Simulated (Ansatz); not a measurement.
For SnO (model structure, started from the 6H type, P6₃mc, No. 186, 12 atoms in the cell), PBEsol (PAW; Ansatz, a program for electronic structure) gives:

| Item | Result |
|---|---|
| equilibrium lattice constant a | 3.288 Å |
| lattice parameter c | 25.187 Å |
| cohesive energy | 4.45 eV/atom |
| band gap | 1.18 eV |

**Question.** What does r²SCAN (Ansatz, plane waves, PAW) give for the same quantities?

**Answer.** 
- lattice constant a: 3.297 Å (rises by 0.3 %)
- lattice parameter c: 27.507 Å (rises by 9.2 %)
- cohesive energy: 4.03 eV/atom (decreases by 0.42 eV/atom)
- band gap: 1.63 eV (increases by 0.45 eV)

Changes are worked out from the printed values.

Unless a cell is named, each level is at its own relaxed cell (PBEsol 19.65, r²SCAN 21.58 Å³/atom).

Levels without +SOC leave out spin–orbit coupling, which shifts energies and cells of such heavy elements.

Spin–orbit coupling is included only where a level's name says +SOC; with heavier elements it mostly lowers gaps and can invert bands. Density-functional gaps are differences of (generalised) Kohn–Sham levels.

Ansatz's density-functional and Hartree–Fock values are scalar-relativistic unless marked +SOC, with PAW data made under PBE.

A model structure was made by putting elements into a prototype or built by hand; it is no filed structure, need not be a known phase, and can be a saddle point held by its symmetry.
